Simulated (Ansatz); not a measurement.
Results of r²SCAN+SOC in Ansatz (plane waves, PAW) for cubic perovskite CsSrF₃.

Settings: plane-wave cutoff 560 eV, 8×8×8 k mesh, Fermi–Dirac smearing 0.01 eV, PAW data made under PBE.

Energies at three volumes about the minimum:

| V (Å³/atom) | E − E_lowest (meV/atom) |
|---|---|
| 21.185 | 1.25 |
| 21.618 | 0.00 |
| 22.050 | 1.17 |

### Question
Fit a parabola by hand: where is the minimum, what lattice constant follows, and what is the bulk modulus?

### Answer
Slopes: (0.00 − 1.25)/(21.618 − 21.185) = -2.887 and (1.17 − 0.00)/(22.050 − 21.618) = 2.708 meV/Å³. Curvature E″ = 2 × (2.708 − (-2.887))/(22.050 − 21.185) = 12.936 meV/Å⁶. From the middle of the first interval, the slope vanishes at V0 = 21.4015 − (-2.887)/12.936 = 21.625 Å³/atom. B = V0 E″ = 21.625 × 12.936 meV/Å³ × 0.1602 GPa per meV/Å³ = 44.8 GPa. With 5 atoms in the cube, a = (5 × 21.625)^(1/3) = 4.764 Å. The full Birch–Murnaghan fit to all volumes gives V0 = 21.617 Å³/atom and B0 = 44.9 GPa.

Note: the relaxation could not lower the start's symmetry, so the cell can be a saddle point above a distorted one.

Ansatz is an electronic-structure program.
